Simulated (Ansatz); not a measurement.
**SnSe2: pressure −1 GPa**

Base system: SnSe2 in the CdI2 type structure (space group P-3m1, No. 164; a = 3.840 Å, c = 6.006 Å; layered, stacked along the Cartesian z axis).

Now apply this change: a negative pressure, −1 GPa.

All numbers come from Ansatz (a first-principles code), PBE-D3(BJ), PAW, cutoff 420 eV, no spin-orbit coupling. Γ-centred 10×10×6 mesh, Fermi–Dirac width 0.05 eV.

```tsv
quantity	base	changed	shift
volume per atom	25.57 Å³	26.78 Å³	+1.21 Å³
lattice parameter a	3.840 Å	3.856 Å	+0.0153 Å
c/a ratio	1.564	1.618	+0.054
shortest interatomic distance	2.730 Å	2.738 Å	+0.008 Å
enthalpy H = E + PV relative to the base's energy	–	-0.16 eV/atom	–
band gap	0.36 eV	0.60 eV	+0.24 eV
gap character	indirect, K–Γ (79 % along) → k = (0, 0.400, 1/3) in the run's primitive reciprocal basis	indirect, K–Γ (71 % along) → k = (0, -1/2, 1/3) in the run's primitive reciprocal basis	–
width of the top valence band	1.99 eV	1.55 eV	-0.44 eV
```

Final structure:

```xyz
3
Lattice="3.8556 0.0000 0.0000 -1.9278 3.3391 0.0000 0.0000 0.0000 6.2397" Properties=species:S:1:pos:R:3 pbc="T T T"
Sn     0.0000     0.0000     0.0000
Se     0.0000     2.2260     1.5949
Se     1.9278     1.1130     4.6449
```

Cost of the whole job for the changed cell (relaxation, final SCF and bands): very roughly 120 core-seconds.

Load acts through the strain it causes; cell and atoms are relaxed under it. Stability against distortions was not tested.
